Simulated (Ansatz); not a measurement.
# BaTiO3: pressure series

Start from BaTiO3 in the cubic perovskite structure (space group Pm-3m, No. 221; a = 4.019 Å).

Cell and atoms are relaxed at each pressure.

Calculations: Ansatz (an electronic-structure program) PBE, without spin-orbit coupling.

Computed cases, in order: pressure −2 GPa; pressure −1 GPa; 0 GPa (base); pressure 3 GPa; pressure 7 GPa; pressure 15 GPa; pressure 30 GPa; pressure 50 GPa; pressure 75 GPa; pressure 100 GPa.

Between which two neighbouring cases does the gap turn between direct and indirect?

Between pressure 15 GPa (1.95 eV, indirect, R → Γ) and pressure 30 GPa (2.01 eV, direct at Γ). The whole series: pressure −2 GPa: 1.76 eV, indirect, R → Γ; pressure −1 GPa: 1.77 eV, indirect, R → Γ; 0 GPa (base): 1.78 eV, indirect, R → Γ; pressure 3 GPa: 1.82 eV, indirect, R → Γ; pressure 7 GPa: 1.87 eV, indirect, R → Γ; pressure 15 GPa: 1.95 eV, indirect, R → Γ; pressure 30 GPa: 2.01 eV, direct at Γ; pressure 50 GPa: 2.02 eV, direct at Γ; pressure 75 GPa: 2.00 eV, direct at Γ; pressure 100 GPa: 1.95 eV, direct at Γ.

Load acts through the strain it causes; cell and atoms are relaxed under it. No phonon test of stability was made. Competing high-pressure phases were not computed. All final runs are without spin polarisation. Many cubic perovskites are stable only at high temperature; tilts and polar distortions were not tested. This is not the structure that BaTiO3 has at room temperature and ambient pressure.
